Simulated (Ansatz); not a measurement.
# ZrSe2: response to strain

Take ZrSe₂ in the CdI2 type structure (space group P-3m1, No. 164; a = 3.735 Å, c = 6.032 Å; layered, stacked along the Cartesian z axis) as the base.

Strains are applied to the cell and any free atomic positions relax.

The values are results of PBE-D3(BJ) (Ansatz, an electronic-structure program; PAW; 420 eV plane waves; no SOC), not measurements.

Notes on the quantities. energy relative to the base: free energy F; pressure: mean of the normal stresses, compression positive.

| change | largest internal atomic displacement | energy relative to the base | pressure | volume per atom |
|---|---|---|---|---|
| base | – | 0 meV/atom | 0.0 GPa | 24.29 Å³ |
| isotropic strain −3.00 % | 0.083 Å | +27 meV/atom | 4.4 GPa | 22.17 Å³ |
| isotropic strain −2.00 % | 0.057 Å | +11 meV/atom | 2.7 GPa | 22.86 Å³ |
| isotropic strain −1.50 % | 0.042 Å | +6.3 meV/atom | 2.0 GPa | 23.21 Å³ |
| isotropic strain −0.50 % | 0.015 Å | +0.7 meV/atom | 0.6 GPa | 23.93 Å³ |
| isotropic strain +0.50 % | 0.015 Å | +0.6 meV/atom | -0.6 GPa | 24.66 Å³ |
| isotropic strain +1.00 % | 0.030 Å | +2.6 meV/atom | -1.1 GPa | 25.03 Å³ |
| isotropic strain +1.50 % | 0.045 Å | +5.7 meV/atom | -1.6 GPa | 25.40 Å³ |
| isotropic strain +2.00 % | 0.060 Å | +10 meV/atom | -2.0 GPa | 25.78 Å³ |
| isotropic strain +2.50 % | 0.075 Å | +15 meV/atom | -2.5 GPa | 26.16 Å³ |

Stability against distortions was not tested. The final runs are not spin-polarised.
